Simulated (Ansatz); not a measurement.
SnO: stress against strain

SnO (litharge, P4/nmm, 17.516 Å³/atom at rest, c along z) under an equal strain ε in the (001) plane with the normal axis free, as in a coherent film. PBE-D3(BJ) in Ansatz, a plane-wave DFT program (PAW, default set), 420 eV, 12×12×10 Γ-centred mesh, Fermi-Dirac smearing 0.05 eV; ions are relaxed within the symmetry of each cell. Stress is positive for a compressed cell.

Here s stands for strain and y for stress xx.

```csv
strain (%),stress xx (GPa)
-1.20,2.07
-0.60,1.01
0.00,0.00
0.60,-0.97
1.20,-1.90
3.00,?
```

Taking a straight line for y over the 5 complete rows: Means: s 0, y 0.042. About the means, the sum of products is -5.9520 and the sum of squares of s is 3.6000; the slope is their ratio. Least squares gives y = 0.042 - 1.6533·s. Residuals (row less fit): 0.044, -0.024, -0.042, -0.020, 0.042; standard error 0.046 (degrees of freedom: 3). The slope gives the biaxial elastic modulus of this plane = 165 ± 2 GPa.

Problem. Predict the withheld y at s = 3.00 from the fit, and compare with the calculation.

Solution. y = 0.042 - 1.6533 × 3.0 = -4.918 GPa. The calculation gives -4.43 GPa, 0.488 GPa above the prediction (7.5 % of the range of y in the table). The row lies outside the fitted rows, so this is an extrapolation. From the scatter of the fitted rows alone, a prediction at this place has a standard error of 0.089 GPa, so the miss is 5.5 times that.

One order more, fitted to all 11 runs of the series, follows each within 0.01, so the miss is the next term of a smooth law. This level leaves no gap over 0.05 eV at strain -1.20, -0.60, 0.00, where the mesh may be coarse. Rows are the converged runs of the series near zero and its far end; series whose fitted rows scatter by over a few per cent of the range, as at a crossing or softening among them, aren't shown in this form. Most that stay on the fit to the last digits aren't either.
